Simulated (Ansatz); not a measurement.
**Lattice parameter c of Zn3N2 (model structure, started from the A-La2O3 type, P-3m1, No. 164, 5 atoms in the cell) at several levels of theory**

No measured value is used here.

```
level (code)         value (Å)
-------------------  ---------
PBE (Ansatz)             5.767
PBEsol (Ansatz)          5.620
PBE-D3(BJ) (Ansatz)      5.645
```

Ansatz's density-functional and Hartree–Fock values are scalar-relativistic unless marked +SOC, with PAW data made under PBE.

A model structure was made by putting elements into a prototype or built by hand; it is no filed structure, need not be a known phase, and can be a saddle point held by its symmetry.

Ansatz is an electronic-structure program.
